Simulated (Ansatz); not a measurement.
Take MgO in the rock salt structure (space group Fm-3m, No. 225; a = 4.1592 Å) as the base.

One thing is altered: cell and atoms relaxed at a pressure of 22.5 GPa.

All numbers come from LDA (Ansatz, a quantum-chemistry and plane-wave program, PAW, scalar-relativistic without spin-orbit coupling).

Base, band edges from the VBM (valence, conduction): X -1.41, 8.96; W -1.87, 11.71; L -0.70, 7.99; Γ 0.00, 5.03; K -1.21, 10.08; U -1.21, 10.08 eV.

Q: Give the band edges at the high-symmetry points of the new zone, measured from its valence-band maximum.

A: 
```tsv
point	valence edge (eV)	conduction edge (eV)
Γ	0.00	6.18
X	-1.57	9.03
U	-1.37	10.55
K	-1.37	10.55
L	-0.84	8.68
W	-2.09	12.42
```

The gap is 6.18 eV, direct at Γ.

Load acts through the strain it causes; cell and atoms are relaxed under it. No phonon test of stability was made. No other phases were tried under pressure.
